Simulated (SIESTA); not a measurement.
## Input and output of a self-consistent single point for Hf5Ga3 (P6_3/mcm, 16 atoms in the cell) (SIESTA)

Method: GGA PBEsol, numerical atomic orbitals TZP, PseudoDojo PBEsol standard norm-conserving potentials (rewritten from UPF to PSML) in SIESTA.

This input was run:

```
# files in the folder: Hf.psml Ga.psml (PseudoDojo PBEsol standard)
SystemName  Hf5Ga3
SystemLabel hf5ga3

NumberOfAtoms                16
NumberOfSpecies              2
%block ChemicalSpeciesLabel
  1 72 Hf
  2 31 Ga
%endblock ChemicalSpeciesLabel
LatticeConstant              1.0 Ang
%block LatticeVectors
     7.962000000    0.000000000    0.000000000
    -3.981000000    6.895294000    0.000000000
     0.000000000    0.000000000    5.677000000
%endblock LatticeVectors
AtomicCoordinatesFormat      ScaledCartesian
%block AtomicCoordinatesAndAtomicSpecies
    -0.000003981    4.596864965    0.000000000  1
     3.981003981    2.298429035    2.838500000  1
     3.981003981    2.298429035    0.000000000  1
    -0.000003981    4.596864965    2.838500000  1
     4.856820000    0.000000000    1.419250000  2
     2.428410000    4.206129340    4.257750000  2
    -2.428410000    4.206129340    1.419250000  2
     3.105180000    0.000000000    4.257750000  2
     1.552590000    2.689164660    1.419250000  2
    -1.552590000    2.689164660    4.257750000  2
     1.990500000    0.000000000    1.419250000  1
     0.995250000    1.723823500    4.257750000  1
    -0.995250000    1.723823500    1.419250000  1
     5.971500000    0.000000000    4.257750000  1
     2.985750000    5.171470500    1.419250000  1
    -2.985750000    5.171470500    4.257750000  1
%endblock AtomicCoordinatesAndAtomicSpecies

XC.functional                GGA
XC.authors                   PBEsol
PAO.BasisSize                TZP
PAO.EnergyShift              0.01 Ry
MeshCutoff                   400 Ry
%block kgrid.MonkhorstPack
    4   0   0  0.0
    0   4   0  0.0
    0   0   4  0.0
%endblock kgrid.MonkhorstPack
OccupationFunction           FD
ElectronicTemperature        1160.45 K

MaxSCFIterations             150
SCF.Mixer.Method             Pulay
SCF.Mixer.Weight             0.25
SCF.Mixer.History            6
SCF.DM.Tolerance             1.0E-05
Diag.ParallelOverK           true
WriteForces                  true
Charge.Mulliken              end
```

The program printed (abridged):

```
reinit: Reading from file input.fdf

reinit: System Name: Hf5Ga3
reinit: System Label: hf5ga3

coor:   Atomic-coordinates input format  =     Cartesian coordinates
coor:                                          (in units of alat)

siesta: Atomic coordinates (Bohr) and species
siesta:     -0.00001   8.68682   0.00000  1        1
siesta:      7.52301   4.34340   5.36399  1        2
siesta:      7.52301   4.34340   0.00000  1        3
siesta:     -0.00001   8.68682   5.36399  1        4
siesta:      9.17806   0.00000   2.68199  2        5
siesta:      4.58903   7.94843   8.04598  2        6
siesta:     -4.58903   7.94843   2.68199  2        7
siesta:      5.86794   0.00000   8.04598  2        8
siesta:      2.93397   5.08178   2.68199  2        9
siesta:     -2.93397   5.08178   8.04598  2       10
siesta:      3.76150   0.00000   2.68199  1       11
siesta:      1.88075   3.25755   8.04598  1       12
siesta:     -1.88075   3.25755   2.68199  1       13
siesta:     11.28450   0.00000   8.04598  1       14
siesta:      5.64225   9.77266   2.68199  1       15
siesta:     -5.64225   9.77266   8.04598  1       16

siesta: System type = bulk

initatomlists: Number of atoms, orbitals, and projectors:     16   382   428

siesta: ******************** Simulation parameters ****************************
redata: Spin configuration                          = none
redata: Time-Reversal Symmetry                      = T
redata: Number of Atomic Species                    =        2
redata: Mesh Cutoff                                 =   400.0000 Ry
redata: Net charge of the system                    =     0.0000 |e|
redata: Min. number of SCF Iter                     =        0
redata: Max. number of SCF Iter                     =      150
redata: SCF convergence failure will abort job
redata: SCF mix quantity                            = Hamiltonian
redata: Mix DM or H after convergence               =   F
   [... lines left out ...]
diag: Parallel distribution                         =     1 x     1
diag: Used triangular part                          = Lower
diag: Absolute tolerance                            =  0.100E-15
diag: Orthogonalization factor                      =  0.100E-05
diag: Memory factor                                 =  1.0000

superc: Internal auxiliary supercell:     3 x     3 x     5  =      45
superc: Number of atoms, orbitals, and projectors:    720  17190  19260

                        Single-point calculation

superc: Internal auxiliary supercell:     3 x     3 x     5  =      45
superc: Number of atoms, orbitals, and projectors:    720  17190  19260

outcell: Unit cell vectors (Ang):
        7.962000    0.000000    0.000000
       -3.981000    6.895294    0.000000
        0.000000    0.000000    5.677000

outcell: Cell vector modules (Ang)   :    7.962000    7.962000    5.677000
outcell: Cell angles (23,13,12) (deg):     90.0000     90.0000    120.0000
outcell: Cell volume (Ang**3)        :    311.6692
new_DM -- step:     1
Initializing Density Matrix...

Attempting to read DM from file... Failed...
DM filled with atomic data:

InitMesh: MESH = 90 x 90 x 72 = 583200
InitMesh: Mesh cutoff (required, used) =   400.000   444.559 Ry

stepf: Fermi-Dirac step function
        iscf     Eharris(eV)        E_KS(eV)     FreeEng(eV)     dDmax    Ef(eV) dHmax(eV)
   scf:    1   -27752.406505   -27796.205729   -27796.519075  1.573007 -3.614381  7.053555
   scf:    2   -27803.427539   -27801.674441   -27802.008725  0.172845 -3.849527  4.704312
   scf:    3   -27803.453939   -27803.363193   -27803.729549  0.066319 -4.003581  2.818730
   scf:    4   -27805.053784   -27804.501248   -27804.892528  0.114552 -4.189477  0.985105
   scf:    5   -27804.644098   -27804.601725   -27804.995623  0.039473 -4.230370  0.121058
   scf:    6   -27804.600445   -27804.608920   -27805.001334  0.010301 -4.238256  0.101836
   scf:    7   -27804.606080   -27804.610518   -27805.003841  0.002027 -4.236785  0.050043
   scf:    8   -27804.611881   -27804.611793   -27805.004490  0.000978 -4.237870  0.020798
   scf:    9   -27804.611424   -27804.611649   -27805.004587  0.000222 -4.238323  0.000717
   scf:   10   -27804.611646   -27804.611647   -27805.004588  0.000028 -4.238412  0.000360
   scf:   11   -27804.611647   -27804.611647   -27805.004588  0.000025 -4.238504  0.000319
   scf:   12   -27804.611648   -27804.611648   -27805.004588  0.000018 -4.238578  0.000079
   scf:   13   -27804.611649   -27804.611648   -27805.004588  0.000003 -4.238580  0.000046
SCF Convergence by DM+H criterion
max |DM_out - DM_in|         :     0.0000025753
max |H_out - H_in|      (eV) :     0.0000457323
SCF cycle converged after 13 iterations

Using DM_out to compute the final energy and forces

siesta: E_KS(eV) =           -27804.6116

siesta: E_KS - E_eggbox =    -27804.6116

siesta: Atomic forces (eV/Ang):
     1    0.000067   -0.000039   -0.000000
     2   -0.000068    0.000039   -0.000000
     3   -0.000068    0.000039    0.000000
     4    0.000067   -0.000039    0.000000
     5   -0.074427    0.000049    0.000000
     6   -0.037175   -0.064388    0.000000
     7    0.037256   -0.064429    0.000000
     8    0.074426   -0.000050   -0.000000
     9    0.037175    0.064388    0.000000
    10   -0.037256    0.064431   -0.000000
    11   -0.517031    0.000052    0.000000
    12   -0.258572   -0.447860   -0.000000
    13    0.258561   -0.447737    0.000000
    14    0.517031   -0.000052   -0.000000
    15    0.258572    0.447860   -0.000000
    16   -0.258561    0.447737    0.000000
   Tot   -0.000000    0.000000    0.000000
   Max    0.517031
   Res    0.184694    sqrt( Sum f_i^2 / 3N )
   Max    0.517031    constrained

Stress tensor Voigt[x,y,z,yz,xz,xy] (kbar):       31.72       31.88       41.37       -0.00       -0.00        0.14
(Free)E + p*V (eV/cell)   -27811.8110
Target enthalpy (eV/cell)   -27805.0046

siesta: Program's energy decomposition (eV):
siesta: Ebs     =     -4883.816846
siesta: Eions   =     32491.785049
siesta: Ena     =      2991.267002
siesta: Ekin    =     14088.117768
siesta: Enl     =     -5440.526701
siesta: Eso     =         0.000000
siesta: Edftu   =         0.000000
siesta: DEna    =       267.793388
siesta: DUscf   =        10.520216
siesta: DUext   =         0.000000
siesta: Ex      =     -6748.837072
siesta: Ec      =      -481.161200
siesta: Exc     =     -7229.998272
siesta: Eharris =    -27804.611649
siesta: Etot    =    -27804.611648
siesta: FreeEng =    -27805.004588

siesta: Atomic forces (eV/Ang):
siesta:      1    0.000067   -0.000039   -0.000000
siesta:      2   -0.000068    0.000039   -0.000000
siesta:      3   -0.000068    0.000039    0.000000
   [... lines left out ...]
siesta: Cell volume =        311.669178 Ang**3
siesta:         -34.98919180        -44.89976665  kBar
   [... lines left out ...]

              1.991   0.182   0.132   0.138   0.146   0.194
   8 14.419   0.789  -0.138   0.564   0.568   0.392   0.511  -0.030  -0.215
             -0.137   0.300   0.582   0.466   1.990   1.995   1.996   2.004

              1.992   0.200   0.153   0.138   0.125   0.175
   9 14.419   0.789  -0.138   0.564   0.525   0.392   0.553  -0.110  -0.215
             -0.056   0.425   0.582   0.342   1.992   2.002   1.996   1.997

              1.991   0.182   0.132   0.138   0.146   0.194
  10 14.419   0.789  -0.138   0.564   0.525   0.392   0.553  -0.110  -0.215
             -0.056   0.425   0.582   0.342   1.992   2.002   1.996   1.997

              1.991   0.182   0.132   0.138   0.146   0.194

mulliken: Qtot =      198.000

Mulliken Atomic Populations:
Atom #   charge [q] valence [e]  Species
     1     0.904252   11.095748  Hf
     2     0.904251   11.095749  Hf
     3     0.904251   11.095749  Hf
     4     0.904252   11.095748  Hf
     5    -1.419118   14.419118  Ga
     6    -1.419139   14.419139  Ga
     7    -1.419118   14.419118  Ga
     8    -1.419118   14.419118  Ga
     9    -1.419139   14.419139  Ga
    10    -1.419118   14.419118  Ga
    11     0.816285   11.183715  Hf
    12     0.816302   11.183698  Hf
    13     0.816285   11.183715  Hf
    14     0.816285   11.183715  Hf
    15     0.816302   11.183698  Hf
    16     0.816285   11.183715  Hf
 Total    -0.000000
```

The run converged in 13 iterations.

The starting cell comes from a database of published, mostly measured structures (it also holds non-ambient and calculated ones), without a prior relaxation at this level. Values carry the incompleteness of an atom-centred basis. With a pressure of about -3 GPa the cell is away from its equilibrium volume at this level.

Cost on one core of a shared machine: roughly 5 min.
